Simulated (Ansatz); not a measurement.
What pressure −2 GPa does to Li

Consider Li in the bcc (W type) structure (space group Im-3m, No. 229; a = 3.435 Å).

One thing is altered: a negative pressure, −2 GPa.

Method: PBEsol (Ansatz, a first-principles code), spin-orbit coupling left out, earlier PAW set. Settings: 19×19×19 k-points, 0.05 eV Fermi–Dirac smearing.

```tsv
quantity	base	changed	shift
volume per atom	20.26 Å³	24.84 Å³	+4.58 Å³
density	0.57 g/cm³	0.46 g/cm³	-0.105 g/cm³
lattice parameter a	3.435 Å	3.676 Å	+0.241 Å
shortest interatomic distance	2.974 Å	3.184 Å	+0.2091 Å
band gap	zero	zero	–
```

Load acts through the strain it causes; cell and atoms are relaxed under it. Whether these cells are dynamically stable was not tested.
